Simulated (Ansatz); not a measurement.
We consider CsCl-type KCl (model structure) (like a known high-pressure phase), described by HSE06 (Ansatz, a quantum-chemistry and plane-wave program, PAW).

Run with plane-wave cutoff 500 eV, 6×6×6 k mesh, gaussian smearing 0.02 eV, scalar-relativistic PAW data made under PBE.

Cell (relaxed at this level):

```cif
data_ClK
_chemical_formula_sum 'K1 Cl1'
_space_group_name_H-M_alt 'Pm-3m'
_space_group_IT_number 221
_space_group_name_Hall '-P 4 2 3'
_cell_length_a 3.80683
_cell_length_b 3.80683
_cell_length_c 3.80683
_cell_angle_alpha 90.000
_cell_angle_beta 90.000
_cell_angle_gamma 90.000
loop_
_atom_site_label
_atom_site_type_symbol
_atom_site_symmetry_multiplicity
_atom_site_Wyckoff_symbol
_atom_site_fract_x
_atom_site_fract_y
_atom_site_fract_z
_atom_site_occupancy
K1 K 1 a 0.00000 0.00000 0.00000 1
Cl1 Cl 1 b 0.50000 0.50000 0.50000 1
```

Problem. Give the computed band gap.

Solution. 
band gap: 6.23 eV (on the SCF k mesh)

A model structure was made by putting elements into a prototype or built by hand; it is no filed structure, need not be a known phase, and can be a saddle point held by its symmetry.
